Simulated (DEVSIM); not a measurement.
# Si p+/n-/n+ power diode

Device: Si p+/n-/n+ power diode, at 400 K.

| layer (left to right) | material | thickness (μm) | Nd (cm⁻³) | Na (cm⁻³) | τn (s) | τp (s) |
|---|---|---|---|---|---|---|
| 1 | Si | 4.60 | - | 4e18 | 8.3e-6 | 8.3e-6 |
| 2 | Si | 74.0 | 2.9e14 | - | 8.3e-6 | 8.3e-6 |
| 3 | Si | 6.70 | 1.5e18 | - | 8.3e-6 | 8.3e-6 |

Left contact: ohmic. Right contact: ohmic. Voltage is applied to the left contact. Recombination: SRH at mid-gap, radiative. Gap narrowing is on: ΔEg = 6.92 meV × (l + √(l² + 0.5)), l = ln(N/1.3e17 cm⁻³), shared equally by both band edges. Mobility is μmin + (μ − μmin)/(1 + (N/Nref)^α).

Constants are typed, rounded textbook-type inputs, not results; the design itself was drawn at random and stands for no fabricated device. Values at 300 K; Nc and Nv go as T^1.5, mobilities as T to minus their exponent, the gap by Varshni's rule with the affinity fixed.

| parameter | Si |
|---|---|
| gap (eV) | 1.124 |
| affinity (eV) | 4.05 |
| permittivity | 11.7 |
| Nc (cm⁻³) | 2.86e19 |
| Nv (cm⁻³) | 3.1e19 |
| μn (cm²/Vs) | 1417 |
| μp (cm²/Vs) | 470 |
| μn,min | 52 |
| μp,min | 45 |
| Nref,n | 9.7e16 |
| Nref,p | 2.2e17 |
| αn | 0.68 |
| αp | 0.72 |
| T exponent of μn | 2.3 |
| T exponent of μp | 2.2 |
| B (cm³/s) | 4.7e-15 |
| Varshni α (eV/K) | 0.000473 |
| Varshni β (K) | 636 |

Model (solved in DEVSIM): 1D drift-diffusion, Boltzmann statistics, complete ionisation; no tunnelling, impact ionisation, image-force lowering or self-heating.

The potential step across the device at zero bias comes out as 0.853 V and the dark forward voltage at 1 A/cm² is 0.523 V. The dark forward voltage at 100 A/cm² is 0.748 V.

Dark forward current:

| V (V) | J (A/cm²) |
|---|---|
| 0.05 | 4.3e-5 |
| 0.10 | 0.00022 |
| 0.20 | 0.0035 |
| 0.25 | 0.011 |
| 0.35 | 0.060 |
| 0.40 | 0.13 |
| 0.50 | 0.66 |
| 0.55 | 1.6 |
| 0.65 | 13 |
| 0.70 | 37 |
| 0.80 | 250 |
| 0.85 | 540 |
| 0.95 | 1600 |
| 1.00 | 2500 |
